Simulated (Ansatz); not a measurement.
Consider GaAs in the zinc blende structure (space group F-43m, No. 216).

```
CELL_PARAMETERS angstrom
      0.00000     2.83335     2.83335
      2.83335     0.00000     2.83335
      2.83335     2.83335     0.00000
ATOMIC_POSITIONS crystal
  Ga 0.00000 0.00000 0.00000
  As 0.25000 0.25000 0.25000
```

Cartesian axes are those of the cell as printed.

All numbers come from Ansatz (a quantum-chemistry and plane-wave program) r2SCAN, without spin-orbit coupling.

Strains are applied to the cell and any free atomic positions relax; under biaxial strain the out-of-plane vector relaxes too.

One change was made to it. Results:

```csv
quantity,base,after
"valence-band top at Γ (three highest levels, from the VBM)","0.00, 0.00, 0.00 eV","0.00, -0.05, -0.05 eV"
gap character,direct at Γ,direct at Γ
band gap,0.96 eV,0.88 eV
```

Which of these changes matches the shifts?
A) biaxial strain +2.50 %, plane normal [001], relaxed out of plane
B) biaxial strain +0.50 %, plane normal [001], relaxed out of plane
C) biaxial strain +3.00 %, plane normal [001], relaxed out of plane
D) biaxial strain +1.50 %, plane normal [001], relaxed out of plane

B, biaxial strain +0.50 %, plane normal [001], relaxed out of plane. For comparison, the band gap in the other runs: biaxial strain +1.50 %, plane normal [001], relaxed out of plane gives 0.72 eV; biaxial strain +3.00 %, plane normal [001], relaxed out of plane gives 0.48 eV; biaxial strain +2.50 %, plane normal [001], relaxed out of plane gives 0.56 eV.

Whether these cells are dynamically stable was not tested. Labels are those of the standard path for the cell's own space group.
